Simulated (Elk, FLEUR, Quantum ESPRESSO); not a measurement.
# One structure in several programs: CeCl3 (P6_3/m, 8 atoms in the cell)

Self-consistent single point.

```
CELL_PARAMETERS angstrom
      7.50453     0.00000     0.00000
     -3.75226     6.49911     0.00000
      0.00000     0.00000     4.29802
ATOMIC_POSITIONS crystal
  Ce 0.66667 0.33333 0.75000
  Ce 0.33333 0.66667 0.25000
  Cl 0.91463 0.61130 0.25000
  Cl 0.08537 0.38870 0.75000
  Cl 0.30333 0.91463 0.75000
  Cl 0.69667 0.08537 0.25000
  Cl 0.38870 0.30333 0.25000
  Cl 0.61130 0.69667 0.75000
```
Moments meant for the start (each program seeds them in its own way; μB, in the order of the atoms Ce Ce Cl Cl Cl Cl Cl Cl): 1.0 1.0 0.0 0.0 0.0 0.0 0.0 0.0.

All programs got the same cell, k-point mesh and kind of occupations, and the same starting moments (in FLEUR's words: jspins = 2; fermiSmearingEnergy = 0.00499791 Htr; mesh (inpgen div1-3) = 2 2 3); potentials, basis and cutoffs are each program's usual ones.

| code | model | largest force (eV/Å) | size of the net moment (μB/atom) | k-points | cutoff |
|---|---|---|---|---|---|
| FLEUR | LDA (Perdew-Zunger), all-electron FLAPW (FLEUR), scalar-relativistic valence | 0.256 | 0.25 | 4 | Kmax 4 1/bohr |
| Elk | LDA (PW92), all-electron FP-LAPW, Elk's shipped species files, APW+lo basis with extra local orbitals | – | 0.25 | 6 | rgkmax 8 |
| Quantum ESPRESSO | LDA (PZ), SSSP 1.1.2 efficiency (PBE) pseudopotentials | 0.246 | 0.25 | 4 | 50 Ry |

A dash marks a value that a program does not give, or that is left out as unsure.

The spread over the programs that give each value: largest force within 0.010 eV/Å; size of the net moment within 0.00 μB/atom.

The starting cell comes from a database of computed structures (which also holds hypothetical and non-ambient phases and stackings), without a prior relaxation at this level. On FLEUR's run: Spin-orbit coupling is off. The magnetic order is the one reached from the typed start; others were not searched systematically. With U or open f shells several self-consistent states can exist. The f electrons are in the valence without U or exact exchange, which can misplace them near the Fermi level. Spin-orbit terms, which matter for f shells, are left out. Values depend on the basis (sphere radii, cutoffs, local orbitals), which need not be converged.

### Question
Why do the programs differ, and what cannot be compared?

### Answer
Differences of this kind can come from the potentials, where these differ, and from what each basis and cutoff leave unconverged. The zero of total energies and Fermi levels follows the potentials and each program's conventions, so they are not compared here. FLEUR and Elk treat all electrons, but the usual bases taken here (sphere radii, linearisation, local orbitals, empty states) were not tested for convergence, so the values are no reference for the others. The same LDA comes in different parametrisations, which differ slightly. Site moments depend on each program's spheres or projections; the total moment of the cell does not. The programs reduce the same mesh by symmetry to different extents, which changes the work and not the result.

The shared mesh is coarse (it stands for a supercell whose shortest vector is 13 Å), so the values are not converged in it.

Left out of this page: Ansatz (with a known weakness of the program); GPAW (failed or unconverged).
